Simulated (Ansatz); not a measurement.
A user runs Ansatz (an electronic-structure program) on HfMg₆Mn (Amm2, 8 atoms in the cell) and asks whether the run is sound. The aim is a self-consistent single point with DFT, PBEsol, plane waves, PAW files made with PBE.

Cell that was meant: a = 4.9874 Å, b = 6.3330 Å, c = 6.3330 Å, α = 57.96°, β = 90.00°, γ = 90.00°.

Part of the input:

Ansatz 0.2 input:
```yaml
    - { symbol: Mg, position_ang: [0.000000, -0.000000, 9.199317] }
    - { symbol: Hf, position_ang: [2.493715, -0.000000, 7.450622], spin: 1.0 }
    - { symbol: Mn, position_ang: [2.493715, -0.000000, 1.778944], spin: 4.0 }
basis:
  ecutwfc: 65.0
kpoints:
  mp_grid:
    grid: [4, 3, 3]
```

Log, with long lists cut:

```
   [... lines left out ...]
PAW frozen core: Mn, regenerated for the run's functional, and the local potential with it
Initial density: superposition of atomic densities (chi_scale 0.1, normalization cell)
Starting moments: Σ|m| = 5 μB on 2 of 8 sites
Initial wavefunctions: pseudopotential atomic-orbital guess
Eigensolver: davidson
Functional: x = pbesol(κ = 0.804, μ = 0.12345679012345678), c = pbesol(β = 0.046)
SCF iter   1: F=—  HF=-28580.795021 eV  |F-HF|=—  |Δ(HF+E_count)|=         —  Δρ=9.23e-1 (↑9.23e-1 ↓8.63e-1)  dr2=3.49e3  dr2_m=1.79e1  M=0.881 μB ∫|m|=1.046 μB  β_m=0.30  ethr=3.10e-3  ⟨swp⟩=1.0  Hψ=4794  notcnv=0
Mixer restart at iter 1: flushing history
all-band conjugate gradients solve this SCF's bands
preconditioner: auto → none
   [... lines left out ...]
SCF iter  26: F=—  HF=-25818.886331 eV  |F-HF|=—  |Δ(HF+E_count)|=  6.22e-10  S|Δr|=    0.00e0  Δρ=6.74e-7 (↑6.74e-7 ↓4.03e-7)  dr2=1.94e-9  dr2_m=3.82e-10  M=-0.000 μB ∫|m|=0.000 μB  β_m=0.59  ethr=9.38e-12  ⟨swp⟩=2.0  Hψ=2706  notcnv=0
SCF iter  27: F=-25818.886331 eV  HF=-25818.886331 eV  |F-HF|=4.58e-10  |Δ(HF+E_count)|=  5.78e-10  S|Δr|=    0.00e0  Δρ=3.20e-7 (↑2.37e-7 ↓3.20e-7)  dr2=6.30e-10  dr2_m=9.32e-11  M=-0.000 μB ∫|m|=0.000 μB  ethr=1.92e-12  ⟨swp⟩=2.0  Hψ=2548  notcnv=0
SCF 1 converged in 27 iterations: F = -25818.886331 eV  dr2 = 6.30e-10
WARN: the starting moments were not kept: the SCF closed with an absolute magnetisation of 4.3e-5 μB, where they sum to 5 μB in size (2 sites) …
   [... lines left out ...]
Absolute magnetization: 0.0000 μB (∫|ρ↑−ρ↓|, with the PAW one-centre terms)
Free energy (F): -25818.886331 eV
Fermi energy:    8.945291 eV
   [... lines left out ...]
  atom   8  Mn     0.00000000     0.00000000    -5.73231649
--- Stress (GPa, compression-positive) ---
     -341.602748       0.000000       0.000000
        0.000000    -369.636293       0.000000
        0.000000       0.000000    -417.571697
  P = ⅓ Tr σ = -376.2702 GPa (-3762.702 kbar)
  The stress holds the Pulay correction. Without it, at fixed plane waves, as pw.x and ABINIT print it: P = -7073.8677 GPa
```

Problem. Is this run sound? If not, what is wrong?

Solution. The run is not sound. The fault is a basis or grid far too coarse for these potentials. Far below the cutoff that the potentials were made for, the basis cannot represent the orbitals near the nuclei, and energies, forces and above all the stress go wrong. To fix it, restore the cutoff that the potentials need and check convergence. The run converged in 27 iterations without an error; against the sound input the free energy goes up by 640 eV/atom, the pressure goes from -1.57 to -376.3 GPa, the largest force goes from 0.091 to 5.732 eV/Å and the size of the net moment goes from 0.41 to 0.00 μB/atom. At a fixed set of plane waves, without the program's Pulay estimate, the pressure is -7073.87 GPa against -1.59 GPa.

The sound input it was made from differs as follows (other fixes are possible):
```diff
-basis:
-  ecutwfc: 65.0
```

With that input, the run converged in 18 iterations: free energy E − TS (on the zero of these files) -30937.9875 eV; Fermi level (on the code's own zero) 8.06 eV; pressure -1.57 GPa; largest force (vector length) 0.091 eV/Å; size of the cell's spin moment 3.27 μB (DFT, PBEsol, plane waves, PAW files made with PBE).

On the sound input: the starting cell comes from a database of computed structures (which also holds hypothetical and non-ambient phases and stackings), without a prior relaxation at this level. With one magnetic atom in the cell only a parallel order is possible. The program warned that a starting moment was not kept. Ansatz's pressure includes its estimate of the finite-basis (Pulay) stress. Without a gap this mesh is coarse (it stands for a supercell whose shortest vector is 18 Å).
